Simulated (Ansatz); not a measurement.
An Ansatz (a quantum-chemistry and plane-wave program) input (Kohn–Sham DFT with the r2SCAN functional, run in Ansatz with PAW and 500 eV plane waves, without spin-orbit coupling):

Ansatz 0.2 input:
```yaml
crystal:
  lattice:
    - [0, 7.8011002321, 7.8011002321]
    - [7.8011002321, 0, 7.8011002321]
    - [7.8011002321, 7.8011002321, 0]
  atoms:
    - { symbol: Re, position: [0, 0, 0] }
    - { symbol: Re, position: [0, 0, 0.25] }
    - { symbol: Re, position: [0, 0, 0.5] }
    - { symbol: Re, position: [0, 0, 0.75] }
    - { symbol: Pd, position: [0, 0.25, 0] }
    - { symbol: Re, position: [0, 0.25, 0.25] }
    - { symbol: Re, position: [0, 0.25, 0.5] }
    - { symbol: Re, position: [0, 0.25, 0.75] }
    - { symbol: Pd, position: [0, 0.5, 0] }
    - { symbol: Re, position: [0, 0.5, 0.25] }
    - { symbol: Re, position: [0, 0.5, 0.5] }
    - { symbol: Re, position: [0, 0.5, 0.75] }
    - { symbol: Re, position: [0, 0.75, 0] }
    - { symbol: Pd, position: [0, 0.75, 0.25] }
    - { symbol: Re, position: [0, 0.75, 0.5] }
    - { symbol: Pd, position: [0, 0.75, 0.75] }
    - { symbol: Re, position: [0.25, 0, 0] }
    - { symbol: Pd, position: [0.25, 0, 0.25] }
    - { symbol: Pd, position: [0.25, 0, 0.5] }
    - { symbol: Re, position: [0.25, 0, 0.75] }
    - { symbol: Pd, position: [0.25, 0.25, 0] }
    - { symbol: Pd, position: [0.25, 0.25, 0.25] }
    - { symbol: Re, position: [0.25, 0.25, 0.5] }
    - { symbol: Re, position: [0.25, 0.25, 0.75] }
    - { symbol: Pd, position: [0.25, 0.5, 0] }
    - { symbol: Pd, position: [0.25, 0.5, 0.25] }
    - { symbol: Pd, position: [0.25, 0.5, 0.5] }
    - { symbol: Re, position: [0.25, 0.5, 0.75] }
    - { symbol: Pd, position: [0.25, 0.75, 0] }
    - { symbol: Pd, position: [0.25, 0.75, 0.25] }
    - { symbol: Re, position: [0.25, 0.75, 0.5] }
    - { symbol: Re, position: [0.25, 0.75, 0.75] }
    - { symbol: Pd, position: [0.5, 0, 0] }
    - { symbol: Pd, position: [0.5, 0, 0.25] }
    - { symbol: Re, position: [0.5, 0, 0.5] }
    - { symbol: Pd, position: [0.5, 0, 0.75] }
    - { symbol: Re, position: [0.5, 0.25, 0] }
    - { symbol: Pd, position: [0.5, 0.25, 0.25] }
    - { symbol: Pd, position: [0.5, 0.25, 0.5] }
    - { symbol: Re, position: [0.5, 0.25, 0.75] }
    - { symbol: Re, position: [0.5, 0.5, 0] }
    - { symbol: Re, position: [0.5, 0.5, 0.25] }
    - { symbol: Re, position: [0.5, 0.5, 0.5] }
    - { symbol: Pd, position: [0.5, 0.5, 0.75] }
    - { symbol: Re, position: [0.5, 0.75, 0] }
    - { symbol: Re, position: [0.5, 0.75, 0.25] }
    - { symbol: Pd, position: [0.5, 0.75, 0.5] }
    - { symbol: Pd, position: [0.5, 0.75, 0.75] }
    - { symbol: Pd, position: [0.75, 0, 0] }
    - { symbol: Re, position: [0.75, 0, 0.25] }
    - { symbol: Pd, position: [0.75, 0, 0.5] }
    - { symbol: Pd, position: [0.75, 0, 0.75] }
    - { symbol: Re, position: [0.75, 0.25, 0] }
    - { symbol: Re, position: [0.75, 0.25, 0.25] }
    - { symbol: Pd, position: [0.75, 0.25, 0.5] }
    - { symbol: Pd, position: [0.75, 0.25, 0.75] }
    - { symbol: Pd, position: [0.75, 0.5, 0] }
    - { symbol: Pd, position: [0.75, 0.5, 0.25] }
    - { symbol: Re, position: [0.75, 0.5, 0.5] }
    - { symbol: Re, position: [0.75, 0.5, 0.75] }
    - { symbol: Pd, position: [0.75, 0.75, 0] }
    - { symbol: Pd, position: [0.75, 0.75, 0.25] }
    - { symbol: Pd, position: [0.75, 0.75, 0.5] }
    - { symbol: Pd, position: [0.75, 0.75, 0.75] }
basis: { ecutwfc: 500, ecutrho_ratio: 4, xc_grid: 4, fft_grid_basis: typed }
kpoints: { mp_grid: { grid: [4, 4, 4] } }
hamiltonian:
  xc: r2scan
  dispersion: none
  pseudopotentials: { kind: paw }
scf: { occupations: { method: fermi_dirac, width: 0.05 } }
relax: { f_tol: 0.02, max_steps: 70, cell: { stress_tol: 0.02 } }
output: { forces: true, stress: true }
checkpoint: { write: state.ck, write_every: 1000 }
```

Task: Which symmetry and how many k-points will the program report, and about how many plane waves at Γ?

Result: Space group P1 (ITA 1) with 1 operations, k-points 36 of 64, and 24045 plane waves at Γ.

Each composition is one random arrangement in one supercell; another draw would differ somewhat. All final runs are without spin polarisation. The cell was made from Pd by this change: x(Re) = 0.5, 64 atoms, random.
